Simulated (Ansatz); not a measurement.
Consider SiC in the zinc blende structure (space group F-43m, No. 216; a = 4.356 Å). Axes: x, y, z lie along the cube axes.

The values are results of Ansatz (an electronic-structure program), r2SCAN, PAW, cutoff 500 eV, without spin-orbit coupling, not measurements.

Base values:

- Valence-band top at Γ = 0.00, 0.00, 0.00 eV

It is then changed as follows: tensile biaxial strain of 1.04 % in the plane normal to [001], as in epitaxy on a mismatched substrate; the out-of-plane cell vector and the atoms relax.

**Question.** Estimate the effect on the ratio −ε⊥/ε∥.

**Answer.** The ratio −ε⊥/ε∥ is 0.66.

**Question.** What does the calculation give for the valence-band top at Γ after the change?

**Answer.** The valence-band top at Γ (three highest levels, from the VBM) goes from 0.00, 0.00, 0.00 eV to 0.00, -0.12, -0.12 eV.

**Question.** How does this affect the energy relative to the base?

**Answer.** The energy grows by 3.1 meV/atom.

The levels and masses belong to the bands next to the band gap. No phonon test of stability was made.
